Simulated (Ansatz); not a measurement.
Input and output of a dielectric-response calculation for SrCuTeF (P4/nmm, 8 atoms in the cell) (Ansatz, a quantum-chemistry and plane-wave program).

Method of the run: LDA (PW92), default PAW files made with PBE (plane waves; Ansatz).

```
CELL_PARAMETERS angstrom
      4.26354     0.00000     0.00000
      0.00000     4.26354     0.00000
      0.00000     0.00000     9.19388
ATOMIC_POSITIONS crystal
  Sr 0.00000 0.50000 0.85253
  Sr 0.50000 0.00000 0.14747
  Cu 0.50000 0.50000 0.50000
  Cu 0.00000 0.00000 0.50000
  Te 0.00000 0.50000 0.32626
  Te 0.50000 0.00000 0.67374
  F  0.50000 0.50000 0.00000
  F  0.00000 0.00000 0.00000
```

Reference input (self-consistent single point, DFT, LDA (PW92), plane waves, default PAW files made with PBE): basis.ecutwfc = 420 eV; kpoints.mp_grid.grid = 6 6 3; hamiltonian.xc = lda; hamiltonian.pseudopotentials = {kind: paw} (the program's default PAW files); scf.occupations.method = fermi_dirac; scf.occupations.width = 0.02 eV. This run's input differs from it in these lines:

Ansatz 0.2 input:
```diff
@@ -17,3 +17,3 @@
 kpoints:
-  mp_grid: { grid: [6, 6, 3] }
+  mp_grid: { grid: [9, 9, 5], shift: [0.5, 0.5, 0.5] }
 hamiltonian:
@@ -22,7 +22,5 @@
 scf:
-  occupations: { method: fermi_dirac, width: 0.02 }
-output:
-  forces: true
-  eigenvalues: true
-  stress: true
+  occupations: { method: fixed }
+dielectric:
+  field_mesh: kpoints
```

Log, with long lists cut:

```
SCF iter   1: F=—  HF=-35251.860187 eV  |F-HF|=—  |Δ(HF+E_count)|=         —  Δρ=1.33e-2  dr2=1.87e-1  ethr=1.77e-3  ⟨swp⟩=5.8  Hψ=25958  notcnv=0  defer=931
all-band conjugate gradients solve this SCF's bands
preconditioner: auto → Resta (q_TF=auto, 2.521 Å⁻¹)
SCF iter   2: F=—  HF=-35251.825266 eV  |F-HF|=—  |Δ(HF+E_count)|=   3.49e-2  Δρ=6.42e-3  dr2=4.83e-2  ethr=1.80e-4  ⟨swp⟩=2.3  Hψ=12482  notcnv=0  defer=1020
   [... lines left out ...]
SCF iter   9: F=—  HF=-35251.813005 eV  |F-HF|=—  |Δ(HF+E_count)|=   1.67e-8  Δρ=1.78e-6  dr2=6.74e-9  ethr=1.47e-10  ⟨swp⟩=2.0  Hψ=8091  notcnv=0  defer=708
SCF iter  10: F=—  HF=-35251.813005 eV  |F-HF|=—  |Δ(HF+E_count)|=  7.20e-10  Δρ=1.58e-6  dr2=2.88e-9  ethr=6.48e-12  ⟨swp⟩=2.0  Hψ=11633  notcnv=0  defer=708
SCF iter  11: F=—  HF=-35251.813005 eV  |F-HF|=—  |Δ(HF+E_count)|=  3.64e-11  Δρ=3.30e-7  dr2=1.69e-10  ethr=2.77e-12  ⟨swp⟩=2.0  Hψ=8076  notcnv=0  defer=708
SCF iter  12: F=-35251.813005 eV  HF=-35251.813005 eV  |F-HF|=7.28e-12  |Δ(HF+E_count)|=  1.46e-11  Δρ=9.43e-8  dr2=1.14e-11  ethr=1.00e-12  ⟨swp⟩=13.9  Hψ=34914  notcnv=0
SCF 1 converged in 12 iterations: F = -35251.813005 eV  dr2 = 1.14e-11
DFPT response loops at Γ: preconditioner auto → Resta (q_TF=auto, 2.521 Å⁻¹)  ε∞=5.9 (no band partly filled) …
   [... lines left out ...]
WARN: field response: the 9×9×5 k-mesh looks too coarse for the field response at k = (0.0556, 0.0556, 0.1000), direct gap 1.795 eV …
Free energy (F): -35251.813005 eV
Fermi energy:    9.815980 eV
   [... lines left out ...]
        -0.00000   -1.45741    0.00000
         0.00000    0.00000   -2.53363
    site 7:
        -1.45741   -0.00000   -0.00000
         0.00000   -1.45741    0.00000
         0.00000    0.00000   -2.53363
  Z* charge neutrality: 1.045e-4 e pre-enforcement
  k-mesh period / interband length: 38.4 Å / 2.88 Å = 13.33 at k = (0.0556, 0.0556, 0.1000), direct gap 1.795 eV — UNDER 14: by this measure the k-mesh is too coarse for the response
```

The run converged in 12 iterations. 

Summary of the result:
| Quantity | Result |
|---|---|
| Free energy E − TS (on the zero of these files) | -35251.8130 eV |
| Top of the valence band (on the code's own zero) | 9.82 eV |
| Gap on the k-point mesh | 1.75 eV |
| ε∞ at this k-point mesh, which may be far from converged in small-gap cells (xx, yy, zz) | 7.82, 7.82, 5.12 |
| Born charges at this mesh (mean of the diagonal, e) | Sr 2.95, Sr 2.95, Cu 0.87, Cu 0.87, Te -2.01, Te -2.01, F -1.82, F -1.82 |

The starting cell comes from a database of computed structures (which also holds hypothetical and non-ambient phases and stackings), without a prior relaxation at this level. Its lattice was rescaled by up to half a per cent. Spin-orbit coupling is off. The shifted mesh does not hold Γ, so a gap read on it misses any band edge there.

Cost on one core of a shared machine: roughly 20 min.
